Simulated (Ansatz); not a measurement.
**Al (Fm-3m): resistivity and electron-phonon coupling**

```
CELL_PARAMETERS angstrom
     -1.72887    -1.72887     0.00000
     -1.72887     0.00000    -1.72887
      0.00000    -1.72887    -1.72887
ATOMIC_POSITIONS crystal
  Al 0.00000 0.00000 0.00000
```

These are PBE, DFPT electron-phonon coupling, linearised Boltzmann equation (plane waves, PAW, scalar-relativistic; Ansatz, a quantum-chemistry and plane-wave program) values and carry that method's errors. Condition of this run: hydrostatic pressure 100 GPa (the target of the relaxation). Cell: relaxed at the target pressure with this functional, without spin-orbit coupling, then loaded as said.

* **resistivity at 300 K**: 0.39 μΩ·cm
* **resistivity at 77 K**: 0.0057 μΩ·cm
* **electron mean free path at 300 K (weighted by the current that each state carries)**: 124 nm
* **resistivity times mean free path for one path shared by all states (from the Fermi surface's area)**: 4.5 ×10⁻¹⁶ Ω·m²
* **electron-phonon coupling λ**: 0.118
* **transport coupling λ_tr**: 0.093
* **logarithmic mean phonon energy**: 52 meV
* **density of states at the Fermi level**: 0.129 states/(eV·spin·cell)
* **Drude plasma energy**: 13.6 eV
* **Hall coefficient at 300 K**: 1.33 ×10⁻¹¹ m³/C
* **Tc for μ* = 0.10 (anisotropic Eliashberg)**: below 1 K
* **Tc for μ* = 0.13 (anisotropic Eliashberg)**: below 1 K

A metal at this level (no band gap). Only scattering by harmonic phonons is included (no impurities, grain boundaries, electron-electron scattering or thermal expansion). Spin-orbit coupling is left out. The run warned that the eigensolver left some states short of its tolerance. Halving the electron mesh (40x40x40) moves the resistivity by up to 1 % at 300 K, the mean free path by up to 3 %, the coupling by up to 1 %. Smearing 0.20 eV; phonons on a 7x7x7 q mesh, which this run doesn't test and which matters most at low temperature. Tc comes from the anisotropic Migdal-Eliashberg equations with μ*, a chosen number, referred to 59 meV.
